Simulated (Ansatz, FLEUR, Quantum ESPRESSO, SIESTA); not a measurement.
# LaCoSi3 (I4mm, 5 atoms in the cell) computed with different codes at matched settings

Self-consistent single point.

```
LaCoSi3
1.0
   -2.05600     2.05600     4.75963
    2.05600    -2.05600     4.75963
    2.05600     2.05600    -4.75963
La Co Si
1 1 3
Direct
  0.00496   0.00496   0.00000
  0.66193   0.66193   0.00000
  0.42530   0.42530   0.00000
  0.26141   0.76141   0.50000
  0.76141   0.26141   0.50000
```

All programs got the same cell, k-point mesh and kind of occupations (in Ansatz's words: kpoints.mp_grid.grid = 8 8 8; scf.occupations.method = fermi_dirac; scf.occupations.width = 0.1 eV); potentials, basis and cutoffs are each program's usual ones.

```csv
code,model,pressure (GPa),largest force (eV/Å),k-points,cutoff
Quantum ESPRESSO,"PBEsol, GBRV 1.5 ultrasoft (PBESOL) pseudopotentials",2.20,0.086,59,50 Ry
FLEUR,"PBEsol, all-electron FLAPW (FLEUR), scalar-relativistic valence",–,0.086,59,Kmax 4.2 1/bohr
Ansatz,"PBEsol, PAW files made with PBE",2.27,0.085,59,default
SIESTA,"GGA PBEsol, numerical atomic orbitals DZP, PseudoDojo PBEsol standard norm-conserving potentials (rewritten from UPF to PSML)",3.89,0.175,296,grid 350 Ry
```

Size of the force on each atom (eV/Å): Sizes of forces hide their directions.

| code | La1 | Co2 | Si3 | Si4 | Si5 |
|---|---|---|---|---|---|
| Quantum ESPRESSO | 0.086 | 0.081 | 0.054 | 0.030 | 0.030 |
| FLEUR | 0.086 | 0.086 | 0.060 | 0.029 | 0.029 |
| Ansatz | 0.079 | 0.085 | 0.055 | 0.024 | 0.024 |
| SIESTA | 0.166 | 0.040 | 0.148 | 0.175 | 0.175 |

A dash marks a value that a program does not give, or that is left out as unsure.

The spread over the programs that give each value: pressure within 1.69 GPa; largest force within 0.090 eV/Å.

The starting cell comes from a database of computed structures (which also holds hypothetical and non-ambient phases and stackings), without a prior relaxation at this level. Its lattice was rescaled by a random factor within 2.5 % of one. On Ansatz's run: Spin polarisation is off.

**Question.** Why do the programs differ, and what cannot be compared?

**Answer.** Differences of this kind can come from the potentials, where these differ, and from what each basis and cutoff leave unconverged. The valence holds different numbers of electrons (Quantum ESPRESSO 40, FLEUR 38, Ansatz (an electronic-structure program) 40, SIESTA 40). The zero of total energies and Fermi levels follows the potentials and each program's conventions, so they are not compared here. SIESTA uses small atom-centred bases, whose incompleteness enters pressures, forces and empty levels differently from a plane-wave cutoff. FLEUR treats all electrons, but the usual bases taken here (sphere radii, linearisation, local orbitals, empty states) were not tested for convergence, so the values are no reference for the others. Ansatz's pressure is given at a fixed set of plane waves, as the other plane-wave codes print theirs. The programs reduce the same mesh by symmetry to different extents, which changes the work and not the result. In the pressure, SIESTA (by 1.66) lies more than 1 GPa from the median of the plane-wave programs. In the force vectors, SIESTA (by 0.148) lies more than 0.08 eV/Å from the median of the plane-wave programs.

Left out of this page: ABINIT (stopped by limits of time or memory).

Keys are those of Ansatz 0.2.
